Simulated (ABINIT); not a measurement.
Troubleshooting ABINIT: a failed run on the (001) slab of Ti (cut from a parent of space group no. 194; 4 atoms in the cell). The aim is a self-consistent single point with DFT, LDA (PW92), plane waves, PAW (JTH v2.0 LDA PAW).

Input as run:

```
# Ti, JTH v2.0 LDA PAW
pp_dirpath "./"
pseudos "Ti.LDA_PW-JTH.xml"
acell 3*1.0 Angstrom
rprim
         2.9313261254   -0.0000000291    0.0000000000
        -1.4656630375    2.5386029059    0.0000000000
         0.0000000000    0.0000000000   18.9613000000
natom 4
ntypat 1
znucl 22
typat 1 1 1 1
xcart
         0.0000000318    3.1981761359   11.3383567557
         2.7697017954    1.5990880405   15.7233820445
         0.0000000318    3.1981761359   20.1082819224
         2.7697017954    1.5990880405   24.4933072112
ecut 30
pawecutdg 15
ixc 7
occopt 3
tsmear 0.1 eV
nband 31
kptopt 1
ngkpt 5 5 1
nshiftk 1
shiftk 0 0 0
nstep 60
toldfe 1.0e-09
diemac 20
prtwf 0
prtden 0
```

Log, with long lists cut:

```
             xred      3.3333333116E-01  6.6666666449E-01  3.1643399862E-01
                       6.6666666449E-01  3.3333333115E-01  4.3881249808E-01
                       3.3333333116E-01  6.6666666449E-01  5.6118749755E-01
                       6.6666666449E-01  3.3333333115E-01  6.8356599701E-01
            znucl       22.00000

--- !WARNING
src_file: m_parser.F90
src_line: 2527
message: |

     chkdpr: ERROR -
      Context : the value of the variable pawecutdg>=ecut is   0.
      The value of the input variable pawecutdg is  1.500000000000E+01,
      while it must be larger or equal to  3.000000000000E+01.
      Action: you should change the input variables pawecutdg or pawecutdg>=ecut.
...

--- !ERROR
src_file: m_chkinp.F90
src_line: 4218
mpi_rank: 0
message: |
    Checking consistency of input data against itself gave 1 inconsistency.
    The details of the problem can be found above (or in output or log file).
    In parallel, the details might not even be printed there. Then, try running in sequential to see the details.
...

 abinit_abort: decision taken to exit. Check above messages for more info
Abort(13) on node 0 (rank 0 in comm 0): application called MPI_Abort(MPI_COMM_WORLD, 13) - process 0

--- !WARNING
src_file: m_parser.F90
src_line: 2527
message: |

     chkdpr: ERROR -
      Context : the value of the variable pawecutdg>=ecut is   0.
      The value of the input variable pawecutdg is  1.500000000000E+01,
      while it must be larger or equal to  3.000000000000E+01.
      Action: you should change the input variables pawecutdg or pawecutdg>=ecut.
...

--- !ERROR
src_file: m_chkinp.F90
src_line: 4218
mpi_rank: 0
message: |
    Checking consistency of input data against itself gave 1 inconsistency.
    The details of the problem can be found above (or in output or log file).
    In parallel, the details might not even be printed there. Then, try running in sequential to see the details.
...
```

**Question.** From the messages shown, name the fault and mend the input.

**Answer.** The fault is a density cutoff or grid that is too coarse; here the program stops on it instead of giving results. To fix it, restore the density cutoff. The program stopped before any SCF iteration.

The sound input it was made from differs as follows (other fixes are possible):
```diff
-pawecutdg 15
+pawecutdg 60
```

With that input, the run converged in 28 iterations: free energy E − TS -6390.12 eV; Fermi level (on the code's own zero) 1.55 eV; pressure averaged over the cell with its vacuum -5.39 GPa; largest force (vector length) 0.790 eV/Å (DFT, LDA (PW92), plane waves, PAW (JTH v2.0 LDA PAW)).

On the sound input: the starting cell comes from a database of computed structures (which also holds hypothetical and non-ambient phases and stackings), without a prior relaxation at this level. The slab is cut from that crystal, and its faces are unrelaxed. Its lattice was rescaled in the plane by a random factor within 2.5 % of one. Spin polarisation is off. Without a gap this mesh is coarse (it stands for a supercell whose shortest in-plane vector is 15 Å).

These are the values that this program gave, and no reference: the one-centre exchange-correlation terms come from a truncated expansion.
